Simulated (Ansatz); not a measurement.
## Effective masses and thermopower of SiC under load (space group P6_3mc)

```
CELL_PARAMETERS angstrom
      3.07091     0.00000     0.00000
     -1.53545     2.65949     0.00000
      0.00000     0.00000     5.14550
ATOMIC_POSITIONS crystal
  Si 0.33333 0.66667 0.00057
  Si 0.66667 0.33333 0.50057
  C  0.33333 0.66667 0.37443
  C  0.66667 0.33333 0.87443
```

Calculation: PBE with spin-orbit coupling, rigid bands (plane waves, PAW; Ansatz, a first-principles code). Condition of this run: uniaxial stress along c of -10 GPa (compression positive) (the target of the relaxation). Cell: cell and atoms relaxed with PBEsol, then loaded as said.

The band gap is 2.15 eV and the electron conductivity mass (300 K, dilute) is 0.44 (x), 0.44 (y), 0.28 (z) mₑ. The hole conductivity mass (300 K, dilute) is 1.07 (x), 1.07 (y), 1.60 (z) mₑ, the effective density of states N_c (300 K) comes out as 1.1e19 cm⁻³ and the effective density of states N_v (300 K) is 6.2e19 cm⁻³. The density-of-states mass, electrons comes out as 0.57 mₑ, the density-of-states mass, holes is 1.83 mₑ and the Seebeck coefficient, n-type 1e19 cm⁻³, 300 K is -234 μV/K. The best n-type power factor at 300 K for τ = 10 fs (best axis; densities from 1e16 to 1e21 cm⁻³ tried, whether or not they can be reached) is 7.0 μW/(cm·K²) at 3e19 cm⁻³, the Seebeck coefficient, p-type 1e19 cm⁻³, 300 K is 385 μV/K and the best p-type power factor at 300 K for τ = 10 fs (best axis; densities from 1e16 to 1e21 cm⁻³ tried, whether or not they can be reached) is 11.6 μW/(cm·K²) at 3e20 cm⁻³.

Rigid bands; masses and Seebeck coefficients take one relaxation time τ for all states and one kind of carrier; polarons and phonon drag are left out. Geometry: cell and atoms relaxed with PBEsol.
